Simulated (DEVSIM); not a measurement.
Structure: Al/SiO2/p-Si capacitor, at 300 K.

Layer 1 from the left is SiO2, thickness (nm) 4.50. Layer 2 from the left is Si, thickness (nm) 10000, Na (cm⁻³) 3.3e15.

Metal gate on the left, work function 4.1 eV. Fixed charge at the semiconductor interface -7e10 cm⁻² (in units of +e); interface traps 1e10 cm⁻² eV⁻¹, uniform in energy, neutral level at 0.7 of the gap above the valence band.

Constants are typed, rounded textbook-type inputs, not results; the design itself was drawn at random and stands for no fabricated device. Values at 300 K.

SiO2: gap (eV) 9, affinity (eV) 0.9, permittivity 3.9. Si: gap (eV) 1.124, affinity (eV) 4.05, permittivity 11.7, Nc (cm⁻³) 2.86e19, Nv (cm⁻³) 3.1e19.

DEVSIM, 1D Poisson equation in equilibrium, Boltzmann statistics, complete ionisation; no quantum confinement or tunnelling. Metal contacts follow the ideal Schottky-Mott rule: no Fermi-level pinning, no interface dipoles.

What does the simulation give for the threshold voltage (band bending 2φF)?

threshold voltage (band bending 2φF) -0.13 V.
